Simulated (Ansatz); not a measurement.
The parent structure is a 16-atom supercell of Ge in the diamond structure (space group Fd-3m, No. 227) at its relaxed geometry.

```
Ge
1.0
    0.00000     5.76168     5.76168
    5.76168     0.00000     5.76168
    5.76168     5.76168     0.00000
Ge
16
Cartesian
  2.88084   2.88084   2.88084
  5.76168   5.76168   2.88084
  5.76168   2.88084   5.76168
  8.64252   5.76168   5.76168
  2.88084   5.76168   5.76168
  5.76168   8.64252   5.76168
  5.76168   5.76168   8.64252
  8.64252   8.64252   8.64252
  4.32126   4.32126   4.32126
  7.20210   7.20210   4.32126
  7.20210   4.32126   7.20210
 10.08294   7.20210   7.20210
  4.32126   7.20210   7.20210
  7.20210  10.08294   7.20210
  7.20210   7.20210  10.08294
 10.08294  10.08294  10.08294
```

Computed with Ansatz (an electronic-structure program) PBE, without spin-orbit coupling.

Base values:

- Pressure: 0.0 GPa
- Mean distance from the defect site to its nearest host atoms: 2.49 Å

It is then changed as follows: one Ge atom is replaced by Si, atoms relaxed at fixed cell, starting from a slightly rattled geometry.

Tabulated Pauling electronegativity and covalent radius: Ge 2.01, 1.20 Å; Si 1.90, 1.11 Å.

Q: What happens to the largest displacement of a host atom from its site in the perfect cell, pressure and mean distance from the defect site to its nearest host atoms?

A: The largest displacement of a host atom from its site in the perfect cell amounts to 0.03 Å; the pressure goes from zero to -0.7 GPa; the mean distance from the defect site to its nearest host atoms shrinks by 0.03 Å, from 2.49 Å to 2.46 Å.

In so small a cell the defect repeats every few ångströms: this is an ordered compound, not a dilute defect. The final runs are not spin-polarised. The defect cell is not spin-polarised.
